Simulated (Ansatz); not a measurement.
Data:

```xyz
12
Lattice="3.2300 0.0000 0.0000 0.0000 12.3953 0.0000 0.0000 0.0000 5.5954" Properties=species:S:1:pos:R:3 pbc="T T T"
W      0.0000     0.0000     1.8652
W      1.6150     0.0000     4.6631
Mo     1.6150     6.1976     0.9371
W      0.0000     6.1976     3.7250
Se     0.0000     4.5223     1.8624
Se     1.6150     4.5235     4.6658
Se     1.6150    10.7140     0.9328
Se     0.0000    10.7137     3.7300
Se     1.6150     1.6813     0.9328
Se     0.0000     1.6816     3.7300
Se     0.0000     7.8730     1.8624
Se     1.6150     7.8718     4.6658
```

No spin polarisation.

Level of theory: PBEsol-D3(BJ) (Ansatz, a program for electronic structure), no spin-orbit coupling. k-mesh 10×3×6 (Γ-centred); smearing 0.05 eV (Fermi–Dirac).

### Question
Predict the band gap, gap character and valence-band top at Γ.

### Answer
The band gap comes out as 0.63 eV and the gap character (in this cell's own zone, which can be folded) is indirect, Γ → Z–U (38 % along). The valence-band top at Γ (three highest levels, from the VBM) is 0.00, -0.71, -0.95 eV.

Each cell is one ordered arrangement of few atoms, which overstates ordering effects compared with a random alloy. Spin-orbit coupling, missing from the scalar runs, can matter with W. Stability against distortions was not tested. The cell was made from WSe2 by this change: x(Mo) = 0.25, 12 atoms, Pmm2.
